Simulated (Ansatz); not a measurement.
Abridged Ansatz (a quantum-chemistry and plane-wave program) output:

```
Relaxation: its limit of steps is 60 (relax.max_steps)
Pseudopotential: W, paw, valence charge 14
Crystal: 1 atoms, lattice volume = 15.124 Å³
Basis set: ecut = 500 eV, 381 PW (Γ), exchange–correlation on 80×80×80 points (64 copies of the dense FFT grid, shifted against one another)
Bands: 11, of which v1, the nominal top of the filled ones, is band 7 counted from 1 (6 counted from 0)
Symmetry: 48 space group operations
k-points: 286 of 9261
Functional: x = r2scan, c = r2scan; τ floored in thin density (d = 2e-4 eV/Å³)
SCF iter   1: F=—  HF=-10397.233271 eV  |F-HF|=—  |Δ(HF+E_count)|=         —  Δρ=6.28e-3  dr2=2.03e-3  dr2_τ=6.07e-2  ethr=1.77e-3  ⟨swp⟩=5.5  Hψ=19104  notcnv=0
SCF iter   2: F=—  HF=-10397.254753 eV  |F-HF|=—  |Δ(HF+E_count)|=   2.15e-2  Δρ=3.62e-3  dr2=4.58e-4  dr2_τ=1.20e-4  ethr=1.45e-5  ⟨swp⟩=2.0  Hψ=8280  notcnv=0  defer=10
SCF 1 converged in 6 iterations: F = -10397.255333 eV  dr2 = 7.64e-10
relax step   1: F+E_penalty+E_count = -10397.25533284 eV  Δ(F+E_penalty+E_count) = +0.000e0 eV  max|allowed force component| = 0.000e0 eV/Å  Δτ_max = 0.0000 Å  P = +18.007 GPa  Ω = 15.124 Å³  (6 SCF iters, dr2 threshold 1.00e-7 eV, accepted)
[... steps on the carried basis left out ...]
relax step   6: F+E_penalty+E_count = -10397.19119882 eV  Δ(F+E_penalty+E_count) = +2.182e-4 eV  max|allowed force component| = 0.000e0 eV/Å  Δτ_max = 0.0000 Å  P = +29.988 GPa  Ω = 14.693 Å³  stress off target by 1.22e-2 GPa  SCF on the basis re-selected at this cell (its energy is not comparable with the rows above)  (6 SCF iters)
SCF converged after 6 iterations
Free energy (F): -10397.191199 eV
Internal energy: -10397.186295 eV  (E = F + TS)
E sigma→0 (E₀):  -10397.188747 eV
Entropy (-TS):   -0.004904 eV (-4.904 meV/atom)
Fermi energy:    24.564805 eV
--- Forces (eV/Å), atoms counted from 1 ---
  atom   1  W     -0.00000000     0.00000000     0.00000000
--- Stress (GPa, compression-positive) ---
       29.987823      -0.000000       0.000000
       -0.000000      29.987823      -0.000000
        0.000000      -0.000000      29.987823
  P = ⅓ Tr σ = 29.9878 GPa (299.878 kbar)
--- Relaxed structure (5 steps of the walk, 4 accepted, 1 SCFs on fresh bases) ---
  cell:  # Å, volume = 14.6927 Å³
    - [-1.5429340696186828, 1.5429340696186828, 1.5429340696186828]
    - [1.5429340696186828, -1.5429340696186828, 1.5429340696186828]
    - [1.5429340696186828, 1.5429340696186828, -1.5429340696186828]
  atoms:
    - { symbol: W, position: [0.0, 0.0, 0.0] }
```

Problem. What was computed, and what are the main results?

Solution. W, 1 atom in the cell, with Kohn–Sham DFT with the r2SCAN functional, run in Ansatz with PAW and 500 eV plane waves, scalar-relativistic without spin-orbit coupling, from a series relaxed to a target (pressure 30 GPa). The last SCF converged to F = -10397.191199 eV, or -10397.1912 eV per atom, at a pressure of 29.99 GPa. The total energy compares only with runs of the same code, potentials and settings.

Load acts through the strain it causes; cell and atoms are relaxed under it. Whether these cells are dynamically stable was not tested. Competing high-pressure phases were not computed. The final runs are not spin-polarised. The cell was made from W in the bcc (W type) structure (space group Im-3m, No. 229) by this change: pressure 30 GPa.

Keys are those of Ansatz 0.2.
